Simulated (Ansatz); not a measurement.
**Fe in the diamond structure (space group Fd-3m, No. 227; non-magnetic; a hypothetical phase, not in the database extracts checked)**

Space group Fd-3m, origin choice 1 (No. 227); a = 4.8735 Å, b = 4.8735 Å, c = 4.8735 Å, α = 90.00°, β = 90.00°, γ = 90.00°

| atom | site | symmetry | x | y | z |
|---|---|---|---|---|---|
| Fe | 8b | -43m | 0.5000 | 0.5000 | 0.5000 |
(The calculation used a cell of 2 atoms; values per cell refer to that cell.)

All numbers come from PBE/PAW in Ansatz (an electronic-structure program), no SOC. Γ-centred 16×16×16 mesh, Fermi–Dirac width 0.05 eV.

The volume per atom is 14.47 Å³. The density comes out as 6.41 g/cm³ and the band gap comes out as zero. The total energy comes out as -4479.212 eV/atom (σ→0; compares only within this code and set-up).

Stability against distortions was not tested. Seeded moments were not kept for the base. The final runs are not spin-polarised.
